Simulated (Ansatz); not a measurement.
## PbS (space group P6_3/mmc, No. 194; a hypothetical phase, not in the database extracts checked)

```
PbS
1.0
    5.00122     0.00000     0.00000
   -2.50061     4.33119     0.00000
    0.00000     0.00000     5.98247
Pb S
2 2
Direct
  0.66667   0.33333   0.25000
  0.33333   0.66667   0.75000
  0.66667   0.33333   0.75000
  0.33333   0.66667   0.25000
```

The values are results of r2SCAN (Ansatz, a program for electronic structure, PAW, no spin-orbit coupling), not measurements. Γ-centred 8×8×6 mesh, Fermi–Dirac width 0.05 eV.

| Item | Result |
|---|---|
| Volume per atom | 32.40 Å³ |
| Density | 6.13 g/cm³ |
| Band gap | 1.73 eV, direct at H |
| Total energy | -6413.885 eV/atom (σ→0; compares only within this code and set-up) |

With Pb present, leaving out spin-orbit coupling can change the band edges. Whether these cells are dynamically stable was not tested. The base started in P6_3mc and relaxed to P6_3/mmc at this level.
